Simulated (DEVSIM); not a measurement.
Device: illuminated Si n-on-p cell, one wavelength, at 300 K.

```csv
layer (left to right),material,thickness (μm),Nd (cm⁻³),Na (cm⁻³),τn (s),τp (s),absorption coefficient (cm⁻¹)
1,Si,0.220,6.3e18,-,3e-5,1.6e-5,97000
2,Si,85.0,-,2.3e16,3.7e-5,3.7e-5,97000
```

Left contact: ohmic, minority hole recombination velocity 200 cm/s. Right contact: ohmic, minority electron recombination velocity 10 cm/s. Voltage is applied to the left contact. Recombination: SRH at mid-gap, radiative, Auger. Light enters at the left, 5e16 photons cm⁻² s⁻¹, one pass, no reflection. Mobility is μmin + (μ − μmin)/(1 + (N/Nref)^α).

Constants are typed, rounded textbook-type inputs, not results; the design itself was drawn at random and stands for no fabricated device. Values at 300 K.

| parameter | Si |
|---|---|
| gap (eV) | 1.124 |
| affinity (eV) | 4.05 |
| permittivity | 11.7 |
| Nc (cm⁻³) | 2.86e19 |
| Nv (cm⁻³) | 3.1e19 |
| μn (cm²/Vs) | 1417 |
| μp (cm²/Vs) | 470 |
| μn,min | 52 |
| μp,min | 45 |
| Nref,n | 9.7e16 |
| Nref,p | 2.2e17 |
| αn | 0.68 |
| αp | 0.72 |
| B (cm³/s) | 4.7e-15 |
| Cn (cm⁶/s) | 2.8e-31 |
| Cp (cm⁶/s) | 9.9e-32 |

Model (solved in DEVSIM): 1D drift-diffusion, Boltzmann statistics, complete ionisation; no tunnelling, impact ionisation, image-force lowering or self-heating.

Tabulate band edges, carrier densities and field at zero bias, in the dark.

Energies count from the Fermi level of the right contact; mesh points crowd at the junctions.

```
x (μm)   Ec (eV)  Ev (eV)  n (cm⁻³)  p (cm⁻³)  field (V/cm)
-------  -------  -------  --------  --------  ------------
0.000      0.039   -1.085    6.3e18     < 1e2           ≈ 0
0.02748    0.039   -1.085    6.3e18     < 1e2           ≈ 0
0.07927    0.039   -1.085    6.3e18     < 1e2           ≈ 0
0.1576     0.039   -1.085    6.3e18     < 1e2           ≈ 0
0.2101     0.039   -1.085    6.3e18     < 1e2           700
0.2352     0.203   -0.921    1.1e16     11000         72000
0.2846     0.511   -0.613    7.5e10     1.6e9         53000
0.4626     0.932   -0.192      6300    1.8e16          2100
0.7989     0.938   -0.186      5100    2.3e16           ≈ 0
1.559      0.938   -0.186      5100    2.3e16           ≈ 0
3.279      0.938   -0.186      5100    2.3e16           ≈ 0
9.472      0.938   -0.186      5100    2.3e16           ≈ 0
21.17      0.938   -0.186      5100    2.3e16           ≈ 0
46.05      0.938   -0.186      5100    2.3e16           ≈ 0
72.22      0.938   -0.186      5100    2.3e16           ≈ 0
79.71      0.938   -0.186      5100    2.3e16           ≈ 0
82.80      0.938   -0.186      5100    2.3e16           ≈ 0
84.16      0.938   -0.186      5100    2.3e16           ≈ 0
84.89      0.938   -0.186      5100    2.3e16           ≈ 0
85.08      0.938   -0.186      5100    2.3e16           ≈ 0
85.17      0.938   -0.186      5100    2.3e16           ≈ 0
85.22      0.938   -0.186      5100    2.3e16           ≈ 0
```
